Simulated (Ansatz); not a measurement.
**What isotropic strain −2.00 % does to InSb**

The parent structure is InSb in the zinc blende structure (space group F-43m, No. 216; a = 6.5189 Å).

Modification: an isotropic linear strain of −2.00 %, atoms relaxed at fixed cell.

The values are results of DFT with PBEsol, PAW potentials and a 420 eV plane-wave cutoff in Ansatz (an electronic-structure program), no SOC, not measurements. Settings: 12×12×12 k-points, 0.05 eV Fermi–Dirac smearing.

```csv
quantity,base,changed,shift
shortest interatomic distance,2.823 Å,2.766 Å,-0.0565 Å
energy relative to the base (free energy F),0 meV/atom,+18 meV/atom,+18 meV/atom
pressure,0.0 GPa,3.0 GPa,+3.0 GPa
band gap,zero,zero,–
```

Final structure:

```yaml
crystal:
  lattice:
    - [0.00000, 3.19425, 3.19425]
    - [3.19425, 0.00000, 3.19425]
    - [3.19425, 3.19425, 0.00000]
  atoms:
    - { symbol: In, position: [0.00000, 0.00000, 0.00000] }
    - { symbol: Sb, position: [0.25000, 0.25000, 0.25000] }
```

With Sb present, leaving out spin-orbit coupling can change the band edges. Stability against distortions was not tested. The final runs are not spin-polarised. The zero or small gap of InSb can change with the level of theory.
